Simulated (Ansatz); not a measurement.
An Ansatz (a first-principles code) input (PBEsol (Ansatz, PAW, no spin-orbit coupling)):

Ansatz 0.2 input:
```yaml
crystal:
  lattice:
    - [-1.5771084038, 1.5771084038, 1.6007650299]
    - [1.5771084038, -1.5771084038, 1.6007650299]
    - [1.5771084038, 1.5771084038, -1.6007650299]
  atoms:
    - { symbol: W, position: [0, 0, 0] }
basis: { ecutwfc: 420, ecutrho_ratio: 4, xc_grid: 2, fft_grid_basis: typed }
kpoints: { mp_grid: { grid: [29, 29, 29] } }
hamiltonian:
  xc: pbesol
  dispersion: none
  pseudopotentials: { kind: paw }
scf: { occupations: { method: fermi_dirac, width: 0.1 }, convergence: { dr2_threshold: 0.0000000001 } }
relax: { f_tol: 0.005, max_steps: 50 }
output: { forces: true, stress: true }
checkpoint: { write: state.ck, write_every: 1000 }
```

Problem. Which symmetry and how many k-points will the program report, and about how many plane waves at Γ?

Solution. Space group I4/mmm (ITA 139) with 16 operations, k-points 1800 of 24389, and 321 plane waves at Γ.

Problem. And the final pressure?

Solution. -4.63 GPa (compression positive).

The cells carry an imposed strain or load. No phonon test of stability was made. All final runs are without spin polarisation. The cell was made from W in the bcc (W type) structure (space group Im-3m, No. 229) by this change: uniaxial strain ε_zz = +1.50 %.
